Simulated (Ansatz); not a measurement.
Refining one setting for MoRu (P-6m2, 2 atoms in the cell)

```yaml
crystal:
  lattice:
    - [2.77741, 0.00000, 0.00000]
    - [-1.38871, 2.40531, 0.00000]
    - [0.00000, 0.00000, 4.46371]
  atoms:
    - { symbol: Mo, position: [0.66667, 0.33333, 0.00000] }
    - { symbol: Ru, position: [0.33333, 0.66667, 0.50000] }
```

Method of the run: LDA (PW92), harder PAW files (source: ansatz) made with PBE (plane waves; Ansatz, a program for electronic structure).

The starting cell comes from a database of computed structures (which also holds hypothetical and non-ambient phases and stackings), without a prior relaxation at this level. Spin polarisation is off. In the base run, with a pressure of about -16 GPa the cell is away from its equilibrium volume at this level. Ansatz's pressure includes its estimate of the finite-basis (Pulay) stress.

Held fixed: kpoints.mp_grid.grid = 11 11 6; hamiltonian.xc = lda; hamiltonian.pseudopotentials = {kind: paw, source: ansatz}; scf.occupations.method = cold; scf.occupations.width = 0.1 eV.

ΔF is the free energy per atom less that of the last row (1320 eV).

The first pressure column holds Ansatz's estimate of the finite-basis (Pulay) stress, which hides part of the cutoff error; the other is without it.

The series runs over basis.ecutwfc = 265 eV; 330 eV; 395 eV; 460 eV; 530 eV; 595 eV; 660 eV; 760 eV; 860 eV; 990 eV; 1155 eV; 1320 eV.

Problem. From which setting on does the energy stay within 1 meV/atom of the last one?

Solution. From basis.ecutwfc = 1155 eV on; the one before it is off by 1.7 meV/atom. Only the last setting checks this, so the series should go further.

```json
[
 {"basis.ecutwfc": "265 eV", "ΔF (meV/atom)": "11786.6", "pressure (GPa)": "-43.38", "pressure at a fixed set of plane waves (GPa)": "-422.87", "plane waves": "299", "iterations": "9"},
 {"basis.ecutwfc": "330 eV", "ΔF (meV/atom)": "3826.1", "pressure (GPa)": "-18.06", "pressure at a fixed set of plane waves (GPa)": "-188.89", "plane waves": "391", "iterations": "9"},
 {"basis.ecutwfc": "395 eV", "ΔF (meV/atom)": "998.2", "pressure (GPa)": "-15.32", "pressure at a fixed set of plane waves (GPa)": "-75.38", "plane waves": "537", "iterations": "8"},
 {"basis.ecutwfc": "460 eV", "ΔF (meV/atom)": "247.7", "pressure (GPa)": "-16.86", "pressure at a fixed set of plane waves (GPa)": "-35.21", "plane waves": "687", "iterations": "8"},
 {"basis.ecutwfc": "530 eV", "ΔF (meV/atom)": "46.7", "pressure (GPa)": "-16.33", "pressure at a fixed set of plane waves (GPa)": "-20.82", "plane waves": "833", "iterations": "8"},
 {"basis.ecutwfc": "595 eV", "ΔF (meV/atom)": "9.7", "pressure (GPa)": "-16.35", "pressure at a fixed set of plane waves (GPa)": "-17.18", "plane waves": "989", "iterations": "8"},
 {"basis.ecutwfc": "660 eV", "ΔF (meV/atom)": "4.3", "pressure (GPa)": "-16.36", "pressure at a fixed set of plane waves (GPa)": "-16.47", "plane waves": "1117", "iterations": "7"},
 {"basis.ecutwfc": "760 eV", "ΔF (meV/atom)": "3.2", "pressure (GPa)": "-16.35", "pressure at a fixed set of plane waves (GPa)": "-16.40", "plane waves": "1413", "iterations": "7"},
 {"basis.ecutwfc": "860 eV", "ΔF (meV/atom)": "2.5", "pressure (GPa)": "-16.35", "pressure at a fixed set of plane waves (GPa)": "-16.39", "plane waves": "1737", "iterations": "7"},
 {"basis.ecutwfc": "990 eV", "ΔF (meV/atom)": "1.70", "pressure (GPa)": "-16.35", "pressure at a fixed set of plane waves (GPa)": "-16.41", "plane waves": "2081", "iterations": "7"},
 {"basis.ecutwfc": "1155 eV", "ΔF (meV/atom)": "0.54", "pressure (GPa)": "-16.36", "pressure at a fixed set of plane waves (GPa)": "-16.40", "plane waves": "2683", "iterations": "7"},
 {"basis.ecutwfc": "1320 eV", "ΔF (meV/atom)": "0.00", "pressure (GPa)": "-16.35", "pressure at a fixed set of plane waves (GPa)": "-16.37", "plane waves": "3273", "iterations": "7"}
]
```

Keys are those of Ansatz 0.2.
